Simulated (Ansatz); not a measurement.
A self-consistent single point of CdAu (P4mm, 2 atoms in the cell) with Ansatz (an electronic-structure program).

Method of the run: LDA (PW92), default PAW files made with PBE (plane waves; Ansatz).

```
CdAu
1.0
    3.35088     0.00000     0.00000
    0.00000     3.35088     0.00000
    0.00000     0.00000     3.35088
Cd Au
1 1
Cartesian
  0.00000   0.00000   0.05000
  1.67544   1.67544   1.67544
```

Reference input (self-consistent single point, DFT, LDA (PW92), plane waves, default PAW files made with PBE): basis.ecutwfc = 420 eV; kpoints.mp_grid.grid = 10 10 10; hamiltonian.xc = lda; hamiltonian.pseudopotentials = {kind: paw} (the program's default PAW files); scf.occupations.method = fermi_dirac; scf.occupations.width = 0.1 eV. This run's input differs from it in these lines:

Ansatz 0.2 input:
```diff
@@ -13,3 +13,3 @@
   mp_grid:
-    grid: [10, 10, 10]
+    grid: [16, 16, 16]
 hamiltonian:
@@ -20,4 +20,4 @@
   occupations:
-    method: fermi_dirac
-    width: 0.1
+    method: gaussian
+    width: 0.5
 output:
```

Output, abridged:

```
SCF iter   1: F=—  HF=-20983.192272 eV  |F-HF|=—  |Δ(HF+E_count)|=         —  Δρ=8.90e-3  dr2=1.78e-2  ethr=1.77e-3  ⟨swp⟩=4.4  Hψ=34882  notcnv=0
all-band conjugate gradients solve this SCF's bands
preconditioner: auto → Kerker (q_TF=auto, 2.745 Å⁻¹)
SCF iter   2: F=—  HF=-20983.187801 eV  |F-HF|=—  |Δ(HF+E_count)|=   4.47e-3  Δρ=3.50e-3  dr2=2.20e-3  ethr=4.57e-5  ⟨swp⟩=2.2  Hψ=16978  notcnv=0
SCF iter   3: F=—  HF=-20983.187232 eV  |F-HF|=—  |Δ(HF+E_count)|=   5.70e-4  Δρ=1.03e-3  dr2=1.52e-4  ethr=5.64e-6  ⟨swp⟩=2.0  Hψ=11826  notcnv=0
SCF iter   4: F=—  HF=-20983.187223 eV  |F-HF|=—  |Δ(HF+E_count)|=   8.70e-6  Δρ=1.45e-4  dr2=9.67e-6  ethr=3.89e-7  ⟨swp⟩=2.9  Hψ=16228  notcnv=0
SCF iter   5: F=—  HF=-20983.187225 eV  |F-HF|=—  |Δ(HF+E_count)|=   1.65e-6  Δρ=4.74e-5  dr2=8.87e-7  ethr=2.48e-8  ⟨swp⟩=2.1  Hψ=12482  notcnv=0
SCF iter   6: F=-20983.187224 eV  HF=-20983.187224 eV  |F-HF|=4.20e-8  |Δ(HF+E_count)|=   2.49e-7  Δρ=1.36e-5  dr2=5.44e-8  ethr=2.56e-10  ⟨swp⟩=5.3  Hψ=39335  notcnv=0
SCF 1 converged in 6 iterations: F = -20983.187224 eV  dr2 = 5.44e-8
Free energy (F): -20983.187224 eV
Internal energy: -20983.122850 eV  (E = F + TS)
E sigma→0 (E₀):  -20983.155037 eV
Entropy (-TS):   -0.064374 eV (-32.187 meV/atom)
Fermi energy:    17.427156 eV
--- Forces (eV/Å), atoms counted from 1 ---
  atom   1  Cd     0.00000000     0.00000000    -0.14164137
  atom   2  Au    -0.00000000     0.00000000     0.14163819
--- Stress (GPa, compression-positive) ---
       -6.845841       0.000000       0.000000
        0.000000      -6.845841       0.000000
        0.000000       0.000000      -6.922272
  P = ⅓ Tr σ = -6.8713 GPa (-68.713 kbar)
  The stress holds the Pulay correction. Without it, at fixed plane waves, as pw.x and ABINIT print it: P = -6.9062 GPa
```

The run converged in 6 iterations. Against the reference run the free energy goes down by 12.2 meV/atom, the pressure goes from -7.04 to -6.87 GPa and the largest force stays at 0.142 eV/Å.

The starting cell comes from a database of computed structures (which also holds hypothetical and non-ambient phases and stackings), without a prior relaxation at this level. Its lattice was rescaled by up to half a per cent. One atom was moved a little off its site on purpose. With a pressure of about -7 GPa the cell is away from its equilibrium volume at this level. Ansatz's pressure includes its estimate of the finite-basis (Pulay) stress.
